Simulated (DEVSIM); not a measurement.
Device: Si n-i-p diode, at 250 K.

| layer (left to right) | material | thickness (μm) | Nd (cm⁻³) | Na (cm⁻³) | τn (s) | τp (s) |
|---|---|---|---|---|---|---|
| 1 | Si | 0.400 | 3.1e18 | - | 4.5e-7 | 4.5e-7 |
| 2 | Si | 0.900 | - | 4.3e13 | 4.5e-7 | 4.5e-7 |
| 3 | Si | 1.70 | - | 1.9e18 | 4.5e-7 | 4.5e-7 |

Left contact: ohmic. Right contact: ohmic. Voltage is applied to the left contact. Recombination: SRH at mid-gap, radiative. Mobility is constant in doping.

This is a model device: material constants are rounded textbook-type values typed into the input, and sizes, dopings and lifetimes were drawn at random. Values at 300 K; Nc and Nv go as T^1.5, mobilities as T to minus their exponent, the gap by Varshni's rule with the affinity fixed.

```tsv
parameter	Si
gap (eV)	1.124
affinity (eV)	4.05
permittivity	11.7
Nc (cm⁻³)	2.86e19
Nv (cm⁻³)	3.1e19
μn (cm²/Vs)	1417
μp (cm²/Vs)	470
T exponent of μn	2.3
T exponent of μp	2.2
B (cm³/s)	4.7e-15
Varshni α (eV/K)	0.000473
Varshni β (K)	636
```

DEVSIM, 1D drift-diffusion, Boltzmann statistics, complete ionisation; no tunnelling, impact ionisation, image-force lowering or self-heating.

Question: Tabulate band edges, carrier densities and field at zero bias.

Answer: Energies count from the Fermi level of the right contact; mesh points crowd at the junctions.

| x (μm) | Ec (eV) | Ev (eV) | n (cm⁻³) | p (cm⁻³) | field (V/cm) |
|---|---|---|---|---|---|
| 0.000 | 0.042 | -1.094 | 3.1e18 | < 1e2 | ≈ 0 |
| 0.02871 | 0.042 | -1.094 | 3.1e18 | < 1e2 | ≈ 0 |
| 0.08342 | 0.042 | -1.094 | 3.1e18 | < 1e2 | ≈ 0 |
| 0.1994 | 0.042 | -1.094 | 3.1e18 | < 1e2 | ≈ 0 |
| 0.3345 | 0.042 | -1.094 | 3.1e18 | < 1e2 | ≈ 0 |
| 0.3820 | 0.042 | -1.094 | 3.1e18 | < 1e2 | 30 |
| 0.4042 | 0.091 | -1.046 | 3.2e17 | < 1e2 | 48000 |
| 0.4587 | 0.188 | -0.948 | 3.5e15 | < 1e2 | 11000 |
| 0.5496 | 0.280 | -0.856 | 4.9e13 | 130 | 9800 |
| 0.7534 | 0.479 | -0.657 | 4.8e9 | 1300000 | 9700 |
| 1.048 | 0.762 | -0.374 | 9400 | 6.8e11 | 9500 |
| 1.224 | 0.929 | -0.207 | < 1e2 | 1.6e15 | 9900 |
| 1.277 | 0.991 | -0.145 | < 1e2 | 2.9e16 | 17000 |
| 1.303 | 1.075 | -0.061 | < 1e2 | 1.4e18 | 23000 |
| 1.353 | 1.082 | -0.054 | < 1e2 | 1.9e18 | ≈ 0 |
| 1.448 | 1.082 | -0.054 | < 1e2 | 1.9e18 | ≈ 0 |
| 1.657 | 1.082 | -0.054 | < 1e2 | 1.9e18 | ≈ 0 |
| 2.085 | 1.082 | -0.054 | < 1e2 | 1.9e18 | ≈ 0 |
| 2.687 | 1.082 | -0.054 | < 1e2 | 1.9e18 | ≈ 0 |
| 2.872 | 1.082 | -0.054 | < 1e2 | 1.9e18 | ≈ 0 |
| 2.956 | 1.082 | -0.054 | < 1e2 | 1.9e18 | ≈ 0 |
| 3.000 | 1.082 | -0.054 | < 1e2 | 1.9e18 | ≈ 0 |
